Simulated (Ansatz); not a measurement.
## Step by step: formation energy of the neutral C_N in AlN (wurtzite, P6₃mc)

This concerns the formation energy of the neutral C_N in AlN (wurtzite, P6₃mc). Reaction: C (graphite) + 64 AlN (wurtzite) → cell A + 1/2 N2 (gas).

A: a supercell of 128 sites of AlN (wurtzite, P6₃mc) with C on a N site (4 Al at 1.93–2.03 Å); an odd number of electrons; spin state with PBE: net moment 1.0 μB a cell.

Ansatz (an electronic-structure program) with PAW potentials; structures come from PBE+D3(BJ) relaxations, nuclei static, no net charge. Ansatz runs with its default PAW set. Other levels take these structures. The lattices are those relaxed with PBE+D3(BJ), so at other levels the solids can be strained, which adds to the spread. Larger cells are relaxed from a start prepared with the learned potential CHGNet till forces fall under 0.03 eV/Å, which some starts already meet. A dispersion term (D3(BJ), or D4 for r2SCAN) was computed beside these levels and is taken off wherever the name lacks it. No search over spin orders was made beyond those shown. Mesh and cell size may move defect energies by 0.1 eV or more. The value holds for the reservoirs listed; other chemical potentials shift it. Cell A has symmetry P3m1 and got no random move, so less symmetric positions, which may lie lower, weren't tried.

Total energies of the cells in eV, at zero smearing width. They compare only within one column; the weights balance every element.

```
cell            atoms  weight        r2SCAN        PBEsol
--------------  -----  ------  ------------  ------------
A: AlN:C_N        128      +1  -59284.78696  -57844.40674
C (graphite)        4    −1/4   -1006.66207    -986.75221
AlN (wurtzite)    128      −1  -59423.04974  -57981.31917
N2 (gas)            2    +1/2    -769.61785    -756.94351
```

r2SCAN: (-59284.78696) − 1/4 × (-1006.66207) − (-59423.04974) + 1/2 × (-769.61785) = 5.119 eV.

PBEsol: (-57844.40674) − 1/4 × (-986.75221) − (-57981.31917) + 1/2 × (-756.94351) = 5.129 eV.
